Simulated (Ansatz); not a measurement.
**Al2Cu, response to strain**

Take Al₂Cu (space group I4/mcm, No. 140) as the base.

```
CELL_PARAMETERS angstrom
     -3.00291     3.00291     2.39485
      3.00291    -3.00291     2.39485
      3.00291     3.00291    -2.39485
ATOMIC_POSITIONS crystal
  Al 0.65905 0.15905 0.81810
  Al 0.84095 0.65905 0.50000
  Al 0.15905 0.34095 0.50000
  Al 0.34095 0.84095 0.18190
  Cu 0.25000 0.25000 0.00000
  Cu 0.75000 0.75000 0.00000
```

Cartesian axes are those of the cell as printed.

Strains are applied to the cell and any free atomic positions relax; under biaxial strain the out-of-plane vector relaxes too; under stress the whole cell relaxes.

Computed with Kohn–Sham DFT with the r2SCAN functional, run in Ansatz (a program for electronic structure) with PAW and 500 eV plane waves, spin-orbit coupling left out.

Candidates:
(a) strain tensor (xx, yy, zz, yz, xz, xy) = (−0.64, −2.70, +0.07, −1.76, +0.28, +1.36) %
(b) uniaxial stress, 1 GPa tension along x
(c) biaxial strain +0.92 %, plane normal [001], relaxed out of plane

Notes on the quantities. energy relative to the base: free energy F.

**Question.** Order them by energy relative to the base, lowest first.

**Answer.** (b) uniaxial stress, 1 GPa tension along x (+0.3 meV/atom), (c) biaxial strain +0.92 %, plane normal [001], relaxed out of plane (+1.7 meV/atom), (a) strain tensor (xx, yy, zz, yz, xz, xy) = (−0.64, −2.70, +0.07, −1.76, +0.28, +1.36) % (+12 meV/atom)

A biaxial case was relaxed in a doubled cell and then solved in the primitive one. Without a gap, meshes like the base's 12×12×12 leave anisotropic stresses uncertain by several tenths of a GPa, and small strain energies with them. Beyond what the load breaks, stability against distortions was not tested. All final runs are without spin polarisation.
